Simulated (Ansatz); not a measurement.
# Habitual settings against a tight run: Sc2Te3 (C2/c, 10 atoms in the cell)

Self-consistent single point.

```yaml
crystal:
  lattice:
    - [3.59782, -6.16235, 0.00000]
    - [3.59782, 6.16235, 0.00000]
    - [-2.37726, 0.00000, 6.67246]
  atoms:
    - { symbol: Sc, position: [0.08694, 0.91306, 0.25000] }
    - { symbol: Sc, position: [0.91306, 0.08694, 0.75000] }
    - { symbol: Sc, position: [0.25078, 0.74922, 0.75000] }
    - { symbol: Sc, position: [0.74922, 0.25078, 0.25000] }
    - { symbol: Te, position: [0.32786, 0.15802, 0.00020] }
    - { symbol: Te, position: [0.67214, 0.84198, 0.99980] }
    - { symbol: Te, position: [0.84198, 0.67214, 0.49980] }
    - { symbol: Te, position: [0.15802, 0.32786, 0.50020] }
    - { symbol: Te, position: [0.00000, 0.50000, 0.00000] }
    - { symbol: Te, position: [0.50000, 0.00000, 0.50000] }
```

Method of the run: PBEsol, default PAW files made with PBE (plane waves; Ansatz, an electronic-structure program).

Base settings: basis.ecutwfc = 30.9 Ry; kpoints.mp_grid.grid = 3 3 3; hamiltonian.xc = pbesol; hamiltonian.pseudopotentials = {kind: paw} (the program's default PAW files); scf.occupations.method = cold; scf.occupations.width = 0.0073 Ry.

Tight run (finer mesh or higher cutoff; not a proven limit): basis.ecutwfc: 30.9 Ry → 43.4 Ry; kpoints.mp_grid.grid: 3 3 3 → 5 5 5; scf.convergence.dr2_threshold: default (1e-07 eV) → 1e-09 eV. It gave Fermi level (on the code's own zero) 8.84 eV; pressure -0.96 GPa; largest force (vector length) 0.106 eV/Å.

Quick runs, as changes from the base:
- A: the base itself
- B: basis.ecutwfc: 30.9 Ry → 24.6 Ry; kpoints.mp_grid.grid: 3 3 3 → 2 2 2
- C: kpoints.mp_grid.grid: 3 3 3 → 4 4 4; scf.occupations.width: 0.0073 Ry → 0.0367 Ry; scf.convergence.dr2_threshold: default (1e-07 eV) → 0.001 eV
- D: basis.ecutwfc: 30.9 Ry → 15.4 Ry; kpoints.mp_grid.grid: 3 3 3 → 4 4 4; scf.occupations.method: cold → methfessel_paxton; scf.occupations.width: 0.0073 Ry → 0.01 Ry; kpoints.mp_grid.shift: default → 0.5 0.5 0.5
- E: basis.ecutwfc: 30.9 Ry → 21.7 Ry; kpoints.mp_grid.grid: 3 3 3 → 4 4 4; scf.occupations.method: cold → methfessel_paxton; scf.occupations.width: 0.0073 Ry → 0.0367 Ry; scf.convergence.dr2_threshold: default (1e-07 eV) → 0.0001 eV

Energies are extrapolated to zero smearing width, which holds to low order in the width alone.

The count of work is k-points × plane waves × bands × iterations; it is no time. 

Pressures in the table are Ansatz's without its Pulay estimate, at a fixed set of plane waves; the tight run's value above holds the estimate.

The starting cell comes from a database of computed structures (which also holds hypothetical and non-ambient phases and stackings), without a prior relaxation at this level. Its lattice was rescaled by a random factor within 2.5 % of one.

```
run  energy less tight (meV/atom)  pressure less tight (GPa)  largest miss in a force vector (eV/Å)  count of work / tight
---  ----------------------------  -------------------------  -------------------------------------  ---------------------
A                             2.7                       0.02                                  0.012                   0.10
B                            31.8                      -0.38                                  0.058                  0.038
C                             0.9                      -0.16                                  0.013                   0.16
D                          3712.1                    -115.48                                  0.083                  0.073
E                            61.3                      -3.76                                  0.007                  0.095
```

Among the runs at the tight run's level, the energy misses run from 0.9 to 3712.1 meV/atom.

Left out of this page: 1 run of the series outside the window shown, repeating another row's setting, or not comparable.

Keys are those of Ansatz 0.2.
